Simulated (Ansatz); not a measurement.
Ansatz (a quantum-chemistry and plane-wave program) run on SnO2 (I4_1/amd, 6 atoms in the cell): self-consistent single point.

Method of the run: LDA (PW92), default PAW files made with PBE (plane waves; Ansatz).

The change in words: lattice scaled by 1.015. Reference geometry:
```xyz
6
Lattice="-1.9673 1.9673 5.0397 1.9673 -1.9673 5.0397 1.9673 1.9673 -5.0397" Properties=species:S:1:pos:R:3 pbc="T T T"
Sn     0.0000     1.9673     2.5198
Sn     0.0000     0.0000     0.0000
O      0.0000     0.0000     8.0284
O      0.0000     1.9673     0.4689
O      0.0000     1.9673     4.5708
O      0.0000     0.0000     2.0509
```

Reference input (self-consistent single point, DFT, LDA (PW92), plane waves, default PAW files made with PBE): kpoints.mp_grid.grid = 12 12 12; hamiltonian.xc = lda; hamiltonian.pseudopotentials = {kind: paw} (the program's default PAW files); scf.occupations.method = fixed. This run's input differs from it in these lines:

```diff
@@ -3,5 +3,5 @@
   lattice:
-    - [-1.967269, 1.967269, 5.039652]
-    - [1.967269, -1.967269, 5.039652]
-    - [1.967269, 1.967269, -5.039652]
+    - [-1.996778, 1.996778, 5.115247]
+    - [1.996778, -1.996778, 5.115247]
+    - [1.996778, 1.996778, -5.115247]
   atoms:
```

The program printed (abridged):

```
SCF iter   1: F=—  HF=-13979.861095 eV  |F-HF|=—  |Δ(HF+E_count)|=         —  Δρ=1.64e-2  dr2=1.86e-1  ethr=1.77e-3  ⟨swp⟩=4.3  Hψ=19757  notcnv=0  defer=650
all-band conjugate gradients solve this SCF's bands
preconditioner: auto → Resta (q_TF=auto, 2.531 Å⁻¹)
SCF iter   2: F=—  HF=-13979.809059 eV  |F-HF|=—  |Δ(HF+E_count)|=   5.20e-2  Δρ=4.35e-3  dr2=5.94e-3  ethr=3.58e-4  ⟨swp⟩=2.3  Hψ=8521  notcnv=0  defer=652
   [... lines left out ...]
SCF iter   4: F=—  HF=-13979.806538 eV  |F-HF|=—  |Δ(HF+E_count)|=   5.07e-4  Δρ=3.26e-4  dr2=9.10e-5  ethr=3.18e-6  ⟨swp⟩=3.0  Hψ=9323  notcnv=0  defer=652
SCF iter   5: F=—  HF=-13979.806540 eV  |F-HF|=—  |Δ(HF+E_count)|=   1.78e-6  Δρ=8.11e-5  dr2=6.14e-6  ethr=1.75e-7  ⟨swp⟩=2.3  Hψ=6873  notcnv=0  defer=310
SCF iter   6: F=—  HF=-13979.806542 eV  |F-HF|=—  |Δ(HF+E_count)|=   1.98e-6  Δρ=1.86e-5  dr2=2.17e-7  ethr=1.18e-8  ⟨swp⟩=2.7  Hψ=7364  notcnv=0  defer=312
SCF iter   7: F=-13979.806542 eV  HF=-13979.806542 eV  |F-HF|=1.81e-9  |Δ(HF+E_count)|=   1.69e-8  Δρ=2.65e-6  dr2=4.55e-9  ethr=1.92e-10  ⟨swp⟩=11.0  Hψ=27301  notcnv=0
SCF 1 converged in 7 iterations: F = -13979.806542 eV  dr2 = 4.55e-9
Free energy (F): -13979.806542 eV
Internal energy: -13979.806542 eV  (E = F + TS)
E sigma→0 (E₀):  -13979.806542 eV
Fermi energy:    6.693683 eV
--- Forces (eV/Å), atoms counted from 1 ---
  atom   1  Sn     0.00000000     0.00000000     0.00000000
  atom   2  Sn     0.00000000     0.00000000     0.00000000
  atom   3  O     -0.00000000     0.00000000     0.16358085
  atom   4  O      0.00000000     0.00000000     0.16358085
  atom   5  O      0.00000000     0.00000000    -0.16358085
  atom   6  O     -0.00000000     0.00000000    -0.16358085
--- Stress (GPa, compression-positive) ---
       -2.686441       0.000000      -0.000000
        0.000000      -2.686441      -0.000000
       -0.000000      -0.000000      -3.784173
  P = ⅓ Tr σ = -3.0524 GPa (-30.524 kbar)
  The stress holds the Pulay correction. Without it, at fixed plane waves, as pw.x and ABINIT print it: P = -4.0553 GPa
```

The run converged in 7 iterations. Against the reference run the free energy goes down by 3.9 meV/atom, the pressure goes from 5.56 to -3.05 GPa, the largest force goes from 0.120 to 0.164 eV/Å and the gap on the mesh goes from 2.025 to 1.543 eV.

The starting cell comes from a database of computed structures (which also holds hypothetical and non-ambient phases and stackings), without a prior relaxation at this level. Its lattice was rescaled by a random factor within 2.5 % of one. For this run, on top of that: lattice scaled by 1.015. Ansatz's pressure includes its estimate of the finite-basis (Pulay) stress. Without the estimate this run gives -4.06 GPa.

Keys are those of Ansatz 0.2.
